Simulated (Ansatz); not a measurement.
Abridged Ansatz (a first-principles code) output:

```
Relaxation: its limit of steps is 50 (relax.max_steps)
Pseudopotential: Pd, paw, valence charge 18
Crystal: 1 atoms, lattice volume = 15.080 Å³
Basis set: ecut = 420 eV, 301 PW (Γ), exchange–correlation on 40×40×40 points (8 copies of the dense FFT grid, shifted against one another)
Bands: 13, of which v1, the nominal top of the filled ones, is band 9 counted from 1 (8 counted from 0)
Symmetry: 12 space group operations
k-points: 2255 of 24389
Functional: x = pbesol(κ = 0.804, μ = 0.12345679012345678), c = pbesol(β = 0.046)
SCF iter   1: F=—  HF=-6907.874088 eV  |F-HF|=—  |Δ(HF+E_count)|=         —  Δρ=1.68e-1  dr2=4.31e0  ethr=3.10e-3  ⟨swp⟩=5.0  Hψ=146031  notcnv=0
SCF iter   2: F=—  HF=-6906.830549 eV  |F-HF|=—  |Δ(HF+E_count)|=    1.04e0  Δρ=5.68e-2  dr2=4.35e-1  ethr=3.10e-3  ⟨swp⟩=2.7  Hψ=74849  notcnv=0
SCF 1 converged in 7 iterations: F = -6906.721241 eV  dr2 = 5.41e-9
relax step   1: F+E_penalty+E_count = -6906.72124145 eV  Δ(F+E_penalty+E_count) = +0.000e0 eV  max|allowed force component| = 0.000e0 eV/Å  Δτ_max = 0.0000 Å  P = -6.080 GPa  Ω = 15.080 Å³  fix = [a, b, gamma]  reactions: a -7.761, b -7.761 GPa  (7 SCF iters, dr2 threshold 1.00e-7 eV, accepted)
[... steps on the carried basis left out ...]
relax step   6: F+E_penalty+E_count = -6906.72239826 eV  Δ(F+E_penalty+E_count) = +1.165e-7 eV  max|allowed force component| = 0.000e0 eV/Å  Δτ_max = 0.0000 Å  P = -4.399 GPa  Ω = 14.945 Å³  energy of the carried Pulay correction = -1.334e-7 eV  fix = [a, b, gamma]  reactions: a -6.599, b -6.599 GPa  (3 SCF iters, dr2 threshold 2.85e-10 eV, accepted)
Crystal: 1 atoms, lattice volume = 14.945 Å³
SCF iter   1: F=—  HF=-6906.722399 eV  |F-HF|=—  |Δ(HF+E_count)|=         —  Δρ=1.15e-6  dr2=1.22e-10  ethr=1.78e-8  ⟨swp⟩=3.0  Hψ=232014  notcnv=0
SCF iter   2: F=—  HF=-6906.722398 eV  |F-HF|=—  |Δ(HF+E_count)|=   5.10e-7  Δρ=6.89e-7  dr2=3.26e-11  ethr=6.76e-13 (applied; sched 1.00e-12)  ⟨swp⟩=2.2  Hψ=50682  notcnv=0
SCF 7 converged in 4 iterations: F = -6906.722398 eV  dr2 = 8.91e-14
SCF converged after 4 iterations
Free energy (F): -6906.722398 eV
Internal energy: -6906.660120 eV  (E = F + TS)
E sigma→0 (E₀):  -6906.691259 eV
Entropy (-TS):   -0.062279 eV (-62.279 meV/atom)
Fermi energy:    19.154391 eV
--- Forces (eV/Å), atoms counted from 1 ---
  atom   1  Pd     0.00000000     0.00000000     0.00000000
--- Stress (GPa, compression-positive) ---
       -6.599038       0.000000      -0.000000
        0.000000      -6.599038       0.000000
       -0.000000       0.000000       0.000070
  P = ⅓ Tr σ = -4.3993 GPa (-43.993 kbar)
--- Relaxed structure (5 steps of the walk, 5 accepted, 2 SCFs on fresh bases) ---
  cell:  # Å, volume = 14.9449 Å³
    - [2.805145427485705, 2.886757766473492e-11, 4.225602858553194e-11]
    - [1.4025727137178527, 2.4293272015268133, 2.830586239425181e-12]
    - [1.4025727137181505, -0.8097757338065084, 2.193061612988459]
  atoms:
    - { symbol: Pd, position: [0.0, 0.0, 0.0] }
```

Task: What was computed, and what are the main results?

Result: Pd, 1 atom in the cell, with PBEsol, PAW, 420 eV (Ansatz; no SOC), earlier PAW set. The last SCF converged to F = -6906.722398 eV, or -6906.7224 eV per atom, at a pressure of -4.40 GPa. The total energy compares only with runs of the same code, potentials and settings.

The cells carry an imposed strain or load. Whether these cells are dynamically stable was not tested. The final runs are not spin-polarised. The cell was made from Pd in the fcc (Cu type) structure (space group Fm-3m, No. 225) by this change: biaxial strain +2.31 %, plane normal [111], relaxed out of plane. Pd lies near a magnetic instability that expansion can trigger; it was not tested.

Keys are those of Ansatz 0.2.
